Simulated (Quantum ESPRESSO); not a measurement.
## A short convergence ladder for LaTl3 (Pm-3m, 4 atoms in the cell)

```
CELL_PARAMETERS angstrom
      4.83763     0.00000     0.00000
      0.00000     4.83763     0.00000
      0.00000     0.00000     4.83763
ATOMIC_POSITIONS crystal
  La 0.00000 0.00000 0.00000
  Tl 0.00000 0.50000 0.50000
  Tl 0.50000 0.00000 0.50000
  Tl 0.50000 0.50000 0.00000
```

Base method: LDA (PZ), GBRV 1.5 ultrasoft (LDA) pseudopotentials (plane waves; Quantum ESPRESSO).

Base settings: ecutwfc = 40 Ry; ecutrho = 200 Ry; occupations = smearing; smearing = fd; degauss = 0.0073499 Ry; potentials = {La: la_lda_v1.uspp.F.UPF, Tl: tl_lda_v1.2.uspp.F.UPF}; K_POINTS = automatic 3 3 3 0 0 0; conv_thr = 1e-10 Ry.

**Zone-centre phonons against the cutoff**

In this ladder: ph.x.tr2_ph = 1e-14; ph.x.fildyn = dyn.G; dynmat.x.fildyn = dyn.G; dynmat.x.asr = simple. Moved along: ecutrho.

The mesh stays at the base's, so the ladder's end is converged at best in this setting alone.

Frequencies are those of the unrelaxed cell, without the LO-TO term of polar crystals.

Only quantities that move along the ladder and can be compared are tabulated.

| ecutwfc | highest zone-centre frequency (cm⁻¹) | lowest optical frequency (cm⁻¹) |
|---|---|---|
| 20 Ry | 113.5 | 41.2 |
| 24 Ry | 115.1 | 45.3 |
| 28 Ry | 114.6 | 44.4 |
| 40 Ry | 114.6 | 44.1 |
| 48 Ry | 114.6 | 44.3 |

Coarsest ecutwfc that holds the lowest optical frequency within 2 cm⁻¹ of the last step, with all finer ones: 24 Ry; the step before is off by 3.1 cm⁻¹.

On the base run: the starting cell comes from a database of computed structures (which also holds hypothetical and non-ambient phases and stackings), without a prior relaxation at this level. Its lattice was rescaled by up to half a per cent. In the base run, with a pressure of about -4 GPa the cell is away from its equilibrium volume at this level. Without a gap this mesh is coarse (it stands for a supercell whose shortest vector is 15 Å).
